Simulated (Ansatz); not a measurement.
## A computed series for ZnO: pressure series

Start from ZnO (space group P4_2/mnm, No. 136; a = 5.516 Å, c = 3.240 Å; a cell from a computed database, its experimental status unchecked).

Cell and atoms are relaxed at each pressure.

Method: Ansatz (a program for electronic structure) PBEsol, scalar-relativistic without spin-orbit coupling.

```json
[
 {"P (GPa)": "-2.01", "V (Å³/atom)": "12.519"},
 {"P (GPa)": "-1.01", "V (Å³/atom)": "12.418"},
 {"P (GPa)": "0.29", "V (Å³/atom)": "12.295"},
 {"P (GPa)": "0.69", "V (Å³/atom)": "12.258"},
 {"P (GPa)": "1.51", "V (Å³/atom)": "12.183"},
 {"P (GPa)": "2.99", "V (Å³/atom)": "12.049"},
 {"P (GPa)": "4.99", "V (Å³/atom)": "11.878"},
 {"P (GPa)": "7.49", "V (Å³/atom)": "11.672"},
 {"P (GPa)": "9.99", "V (Å³/atom)": "11.469"}
]
```

A third-order Birch–Murnaghan fit to these points gives V₀ = 12.32 Å³/atom, B₀ = 131 GPa and B₀′ = 1.9. At pressure 10 GPa the volume is 93.1 % of V₀.

Between the base and pressure 10 GPa the gap moves from 0.70 eV to 0.88 eV, a mean slope of 17 meV/GPa.

Load acts through the strain it causes; cell and atoms are relaxed under it. Whether these cells are dynamically stable was not tested. Competing high-pressure phases were not computed. This is not the structure that ZnO has at room temperature and ambient pressure.
